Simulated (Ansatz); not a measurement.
The starting structures come from a database of crystals and need not be the phases stable at ambient conditions.

Tunnelling through a barrier is set by its complex band structure: the current falls as exp(−2κd) with the smallest κ.

Here is the system:

```xyz
18
Lattice="4.6624 0.0000 0.0000 0.0000 4.6624 0.0000 0.0000 0.0000 9.2637" Properties=species:S:1:pos:R:3 pbc="T T T"
Mg     0.0000     0.0000     0.0000
Mg     2.3312     2.3312     4.6318
Sb     2.3312     2.3312     7.7101
Sb     2.3312     2.3312     1.5536
Sb     0.0000     0.0000     3.0782
Sb     0.0000     0.0000     6.1855
O      1.4064     1.4064     6.2242
O      3.2560     3.2560     3.0395
O      0.9248     3.7376     1.5923
O      3.7376     0.9248     7.6714
O      3.2560     3.2560     6.2242
O      1.4064     1.4064     3.0395
O      3.7376     0.9248     1.5923
O      0.9248     3.7376     7.6714
O      3.2174     3.2174     0.0000
O      1.4450     1.4450     0.0000
O      3.7762     0.8862     4.6318
O      0.8862     3.7762     4.6318
```

Space group of this cell: P4_2/mnm. The cell is taken as given.

Transport runs along the normal of the first two printed cell vectors, the (001) plane of the conventional cell.

The gap is the functional's own. No spin-orbit coupling. Mid-gap values are interpolated on the energy grid.

**Question.** Compute, with r2SCAN in Ansatz (an electronic-structure program), the band gap and the smallest decay constant κ at mid-gap.

**Answer.** Gap 2.13 eV on a 8×8×4 mesh; κ = 0.234 1/Å, at the zone centre.
